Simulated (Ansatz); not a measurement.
**Effect of uniaxial strain ε_zz = +4.00 % on VBiO4**

Consider VBiO$_{4}$ (space group I4_1/a, No. 88; a = 5.1210 Å, c = 11.6231 Å). Axes: x, y, z lie along a, b, c of the conventional cell.

It is then changed as follows: uniaxial strain ε_zz = +4.00 %, all other strain components held at zero, atoms relaxed at fixed cell.

The values are results of DFT with r2SCAN, PAW potentials and a 500 eV plane-wave cutoff in Ansatz (a quantum-chemistry and plane-wave program), without spin-orbit coupling, earlier PAW set, not measurements. Γ-centred 7×7×7 mesh, Fermi–Dirac width 0.05 eV.

The volume per atom rises by 0.51 Å³ (12.70 Å³ → 13.21 Å³) and the space group is still I4_1/a (No. 88). The shortest interatomic distance grows by 0.005 Å (1.723 Å → 1.728 Å) and the energy goes up by 10 meV/atom. The pressure (mean of the normal stresses, compression positive) goes from zero to -4.41 GPa and the band gap increases by 0.15 eV, from 2.48 eV to 2.63 eV. The gap character changes from indirect, Γ–X (71 % along) → N to indirect, k = (0.143, -0.143, -0.286) in the run's primitive reciprocal basis → N and the smallest direct gap goes up by 0.11 eV, from 2.54 eV to 2.65 eV. The largest internal atomic displacement amounts to 0.031 Å and the stress (xx, yy, zz, yz, xz, xy; compression positive) is (-3.52, -3.52, -6.19, 0.00, 0.00, 0.00) GPa.

Spin-orbit coupling, missing from the scalar runs, can matter with Bi. Stability against distortions was not tested. Seeded moments were not kept for the base. The final runs are not spin-polarised.
